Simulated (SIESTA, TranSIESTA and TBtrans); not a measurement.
Run with TranSIESTA and TBtrans (open boundaries, self-consistent; PseudoDojo norm-conserving potentials, scalar-relativistic): Spin polarized, PAO.BasisSize DZP, PAO.EnergyShift 0.15 eV, XC.Authors PBE, Mesh.Cutoff 200 Ry, ElectronicTemperature 300 K, TS.Voltage 0.0 eV, TBT.Elecs.Eta 0.001 eV.

Device: Pd chain with one C atom inserted. Leads: straight Pd chain, spacing 2.5 Å. Geometry: 3 atoms about the centre moved by SIESTA (PBE, DZP) to a largest force of 0.00 eV/Å, all others as built, motion along the axis alone.

Task: Predict: conductance at 300 K (G0 = 2e²/h); mean T from −0.5 to 0.5 eV; spin polarisation of the conductance, (up − down)/(up + down).

Result: conductance at 300 K (G0 = 2e²/h): 1.14; mean T from −0.5 to 0.5 eV: 1.12; spin polarisation of the conductance, (up − down)/(up + down): -0.13. The magnetic order of the leads was set by the start, and no other order was tried; the separate lead runs end at 0.76 (left) and 0.76 (right) μB an atom. The straight chain is held at its spacing; free chains may zigzag or dimerise.
